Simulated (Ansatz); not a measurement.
Input:

```
GeS
1.0
   10.09918     0.00000     0.00000
    0.00000     3.64477     0.00000
    0.00000     0.00000     4.01736
Ge S
4 4
Cartesian
  8.92094   0.91119   1.56130
  1.17824   2.73358   2.45606
  6.22783   2.73358   3.56998
  3.87135   0.91119   0.44738
  6.52075   0.91119   1.97515
  3.57843   2.73358   2.04221
  8.62802   2.73358  -0.03353
  1.47116   0.91119   4.05089
```

Level of theory: PBEsol+D3BJ, rigid bands (plane waves, PAW, scalar-relativistic; Ansatz, an electronic-structure program). Geometry: cell and atoms relaxed with PBEsol+d3bj.

Question: What conductivity effective mass do dilute electrons have at 300 K?

Answer: 0.064 (x), 0.94 (y), 2.4 (z) mₑ.

Question: And the band gap?

Answer: 0.54 eV at this level; semilocal functionals usually fall short of the measured gap.

Rigid bands, one relaxation time for all states, no polarons. Spin-orbit coupling is left out; where it splits the top of the valence band it changes the hole mass and lowers the gap by about a third of the splitting. Geometry: cell and atoms relaxed with PBEsol+D3(BJ).
